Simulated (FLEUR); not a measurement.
FLEUR run on YbCdNi4 (F-43m, 6 atoms in the cell): self-consistent single point.

Method of the run: LDA (Vosko-Wilk-Nusair), all-electron FLAPW (FLEUR), scalar-relativistic valence.

The change in words: lattice scaled by 0.98. Reference geometry:
```xyz
6
Lattice="-2.4415 2.4415 3.4528 2.4415 -2.4415 3.4528 2.4415 2.4415 -3.4528" Properties=species:S:1:pos:R:3 pbc="T T T"
Yb     2.4415     0.0000     1.7264
Cd     0.0000     0.0000     0.0000
Ni     2.4415     1.2212    -0.8629
Ni     0.0000     1.2203     2.5900
Ni     1.2203     0.0000     4.3157
Ni     1.2212     2.4415     0.8629
```

Reference input (self-consistent single point, DFT, LDA (Vosko-Wilk-Nusair), all-electron FLAPW (FLEUR), scalar-relativistic valence): Kmax = 3.8 1/bohr; GmaxXC = 15.2 1/bohr; xcFunctional = vwn; jspins = 1; l_soc = F; mode = gauss; fermiSmearingEnergy = 0.00367493 Htr; mesh (inpgen div1-3) = 8 8 8; inpgen gamma flag = true; Gmax = 15.2 1/bohr; numbands = 0; maxIterBroyd = 25. This run's input differs from it in these lines:

```diff
@@ -3,5 +3,5 @@
 &input film=f /
--2.4415057290 2.4415068715 3.4528113224
-2.4415068715 -2.4415057290 3.4528113224
-2.4415057290 2.4415057290 -3.4528121303
+-2.3926757354 2.3926768878 3.3837552902
+2.3926768878 -2.3926757354 3.3837552902
+2.3926757354 2.3926757354 -3.3837561052
 1.8897261246
@@ -48,5 +48,5 @@
          <bravaisMatrix>
-            <row-1>   -4.6137771594518675     4.6137793184639655     6.5248677592539526</row-1>
-            <row-2>    4.6137793184639655    -4.6137771594518675     6.5248677592539526</row-2>
-            <row-3>    4.6137771594518675     4.6137771594518675    -6.5248692859636890</row-3>
+            <row-1>   -4.5215018448818967     4.5215040226022829     6.3943707711443940</row-1>
+            <row-2>    4.5215040226022829    -4.5215018448818967     6.3943707711443940</row-2>
+            <row-3>    4.5215018448818967     4.5215018448818967    -6.3943723112711854</row-3>
          </bravaisMatrix>
```

Log, with long lists cut:

```
 Iteration:     1   Distance:     241.38250775 me/bohr^3
 Iteration:     2   Distance:      53.57583827 me/bohr^3
 Iteration:     3   Distance:      44.43744883 me/bohr^3
 Iteration:     4   Distance:      16.62270201 me/bohr^3
 Iteration:     5   Distance:      48.41581381 me/bohr^3
   [... 42 lines left out ...]
 Iteration:    48   Distance:       0.00014223 me/bohr^3
 Iteration:    49   Distance:       0.00003644 me/bohr^3
 Iteration:    50   Distance:       0.00004507 me/bohr^3
 Iteration:    51   Distance:       0.00000726 me/bohr^3
 Reset of history
 Run finished successfully
 Stop message:
   Structural relaxation: new displacements generated

[file out, last iteration]
             iter=     52
[...]
          total density-effective poten   -4.3069074592E+04
          total charge density-energy d   -6.8037197068E+02
 Updated energy parameters for spin:           1
[...]
 fermi energy and band-weighting factors:
   [... 8 lines left out ...]

[...]
FERMIE:
          first approx. to ef    (T=0)  :   0.380367 htr   (energy of the highest occ. eigenvalue)
          number of occ. states  (T=0)  :       1529
          first approx. to seigv (T=0)  : -44.854005 htr
          sum of weights of occ. states :  53.027344
          sum of semicore charge        :   0.000000 e
          fermi energy=   0.38139 har   work function= -10.37813 ev
   [... lines left out ...]
          total moment                 =     0.00000
 Direct bandgap for spin            1 :    2.6182789541597806E-003  Htr
 ---->    free energy=                    -25732.0366097890 htr
   [... lines left out ...]
 TOTAL FORCE FOR ATOM TYPE=  1  X=  0.000   Y=  4.522   Z= -3.197
                       FX_TOT= 0.000000 FY_TOT= 0.000000 FZ_TOT= 0.000000
 TOTAL FORCE FOR ATOM TYPE=  2  X=  0.000   Y=  0.000   Z=  0.000
                       FX_TOT= 0.000000 FY_TOT= 0.000000 FZ_TOT= 0.000000
 TOTAL FORCE FOR ATOM TYPE=  3  X=  0.000   Y= -2.260   Z=  4.796
                       FX_TOT= 0.000000 FY_TOT=-0.002959 FZ_TOT=-0.002092
```

The run converged in 51 iterations. FLEUR gives forces in its relaxation mode, with a further iteration, so its stop message speaks of a relaxation. Against the reference run the total energy goes down by 14.2 meV/atom and the largest force goes from 0.148 to 0.186 eV/Å.

The starting cell comes from a database of computed structures (which also holds hypothetical and non-ambient phases and stackings), without a prior relaxation at this level. For this run, on top of that: lattice scaled by 0.98. Spin-orbit coupling is off. Spin polarisation is off. Values depend on the basis (sphere radii, cutoffs, local orbitals), which need not be converged. The log's line on a gap gives a spacing of levels on this mesh, which the program prints for metals too.

Cost on one core of a shared machine: roughly 10 min.
